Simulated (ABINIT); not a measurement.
Worked example: self-consistent single point of YSi3Ir (I4mm, 5 atoms in the cell) in ABINIT.

Method: PBEsol, norm-conserving pseudopotentials (PseudoDojo nc-sr-04 PBEsol standard) (plane waves; ABINIT 10.0.3).

```
CELL_PARAMETERS angstrom
     -2.13281     2.13281     4.99720
      2.13281    -2.13281     4.99720
      2.13281     2.13281    -4.99720
ATOMIC_POSITIONS crystal
  Y  0.99834 0.99834 0.00000
  Si 0.41432 0.41432 0.00000
  Si 0.26467 0.76467 0.50000
  Si 0.76467 0.26467 0.50000
  Ir 0.65201 0.65201 0.00000
```

Reference input (self-consistent single point, DFT, PBEsol, plane waves, norm-conserving pseudopotentials (PseudoDojo nc-sr-04 PBEsol standard)): pseudos = [Y.upf, Si.upf, Ir.upf]; ecut = 36 Ha; occopt = 3; tsmear = 0.1 eV; ngkpt = 9 9 9; nshiftk = 1; shiftk = 0 0 0; potentials = PseudoDojo nc-sr-04 PBEsol standard; nband = 27; kptopt = 1; nstep = 100; tolvrs = 1e-12. This run's input differs from it in these lines:

```diff
@@ -23,3 +23,3 @@
 kptopt 1
-ngkpt 9 9 9
+ngkpt 5 5 5
 nshiftk 1
```

Output, abridged:

```
--- !BeginCycle
solver: {iscf: 7, nstep: 100, nline: 4, wfoptalg: 0, }
tolerances: {tolvrs: 1.00E-12, }
...

     iter   Etot(hartree)      deltaE(h)  residm     vres2
 ETOT  1  -168.35492423132    -1.684E+02 5.819E-02 6.127E+02
 ETOT  2  -168.45934000222    -1.044E-01 2.186E-02 3.706E+02
 ETOT  3  -168.47207783621    -1.274E-02 6.427E-03 2.363E+02
 ETOT  4  -168.49102471874    -1.895E-02 3.921E-03 2.686E+00
 ETOT  5  -168.49120995671    -1.852E-04 4.058E-03 1.692E-01
   [... 3 lines left out ...]
 ETOT  9  -168.49122243252    -4.602E-10 3.813E-04 5.506E-08
 ETOT 10  -168.49122243252    -1.990E-13 3.049E-04 4.300E-09
 ETOT 11  -168.49122243252    -3.610E-12 2.311E-04 2.530E-11
 ETOT 12  -168.49122243252     5.400E-13 1.829E-04 5.684E-13
 At SCF step   12       vres2   =  5.68E-13 < tolvrs=  1.00E-12 =>converged.

 Cartesian components of stress tensor (hartree/bohr^3)
  sigma(1 1)=  3.37998827E-04  sigma(3 2)=  0.00000000E+00
  sigma(2 2)=  3.37998827E-04  sigma(3 1)=  0.00000000E+00
  sigma(3 3)=  3.59434571E-04  sigma(2 1)=  0.00000000E+00

 ----iterations are completed or convergence reached----

 reduced coordinates (array xred) for    5 atoms
       0.998339995672      0.998339995672      0.000000000000
       0.414319998203      0.414319998203      0.000000000000
       0.264669998851      0.764669998851      0.500000000000
       0.764669998851      0.264669998851      0.500000000000
       0.652009997174      0.652009997174      0.000000000000
 cartesian forces (eV/Angstrom) at end:
    1     -0.00000000000000    -0.00000000000000    -0.09580003443232
   [... lines left out ...]
 Fermi (or HOMO) energy (hartree) =   0.34263   Average Vxc (hartree)=  -0.41102
   [... lines left out ...]
total_energy        : -1.68491222432522E+02
total_energy_eV     : -4.58487933065200E+03
band_energy         : -1.63136737527365E+01
...

-Cartesian components of stress tensor (GPa)         [Pressure= -1.0154E+01 GPa]
- sigma(1 1)=  9.94426715E+00  sigma(3 2)=  0.00000000E+00
- sigma(2 2)=  9.94426715E+00  sigma(3 1)=  0.00000000E+00
- sigma(3 3)=  1.05749284E+01  sigma(2 1)=  0.00000000E+00

 Calculation completed.
```

The run converged in 12 iterations. Against the reference run the free energy goes up by 3.6 meV/atom, the pressure goes from -10.05 to -10.15 GPa and the largest force goes from 0.324 to 0.427 eV/Å.

The starting cell comes from a database of computed structures (which also holds hypothetical and non-ambient phases and stackings), without a prior relaxation at this level. Its lattice was rescaled by a random factor within 2.5 % of one. Spin polarisation is off. With a pressure of about -10 GPa the cell is away from its equilibrium volume at this level.

Cost on one core of a shared machine: roughly 3 min.
